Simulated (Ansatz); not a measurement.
Start from Mg₂Si (space group Fm-3m, No. 225; a = 6.325 Å).

One thing is altered: the cell is scaled by 1.0553 in all directions; the atoms relax in the strained cell.

Levels (all Ansatz, a program for electronic structure, PAW, earlier PAW set): PBEsol (420 eV, no SOC); HSE06+SOC (420 eV, spin-orbit coupling included).

The geometry is relaxed with PBEsol.

| Property | Result |
|---|---|
| PBEsol lowest conduction level above the VBM at special points | X 0.19 eV; K 0.60 eV; U 0.60 eV; Γ 0.98 eV |
| PBEsol valence-band top at Γ | 0.00, 0.00, 0.00 eV |

Q: How does going to HSE06+SOC change the lowest conduction level above the VBM at special points and valence-band top at Γ?

A: The lowest conduction level above the VBM at special points changes from X 0.19 eV; K 0.60 eV; U 0.60 eV; Γ 0.98 eV to X 0.58 eV; K 1.03 eV; U 1.03 eV; Γ 1.55 eV; the valence-band top at Γ (three highest Kramers pairs, from the VBM) goes from 0.00, 0.00, 0.00 eV to 0.00, 0.00, -0.03 eV. The threefold valence maximum splits by Δso ≈ 34 meV.

Single points use the geometry relaxed with PBEsol. The hybrid gap comes from the SCF mesh plus the semilocal run's edge points and a few special points and is an upper bound. Differences between runs with and without spin-orbit coupling are approximate. The levels and masses belong to the bands next to the band gap. No phonon test of stability was made.
